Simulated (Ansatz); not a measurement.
```yaml
crystal:
  lattice:
    - [0.00878, 1.78548, 1.77468]
    - [1.78548, 0.00878, 1.77468]
    - [1.79426, 1.79426, 0.00000]
  atoms:
    - { symbol: C, position: [0.00013, 0.00013, 0.99987] }
    - { symbol: C, position: [0.24987, 0.24987, 0.25013] }
```

All values below come from r2SCAN, rigid bands (plane waves, PAW, scalar-relativistic; Ansatz, a program for electronic structure). Condition of this run: uniaxial stress along [110] of -11 GPa (compression positive) (the target of the relaxation). Geometry: cell and atoms relaxed with PBEsol, then loaded as said.

Q: What conductivity effective mass do dilute electrons have at 300 K?

A: 0.28 (x), 0.28 (y), 1.56 (z) mₑ.

Q: What conductivity effective mass do dilute holes have at 300 K?

A: 0.41 (x), 0.41 (y), 0.59 (z) mₑ.

Q: And the band gap?

A: 4.18 eV at this level; semilocal functionals usually fall short of the measured gap.

Rigid bands, one relaxation time for all states, no polarons. Spin-orbit coupling is left out. Geometry: cell and atoms relaxed with PBEsol.
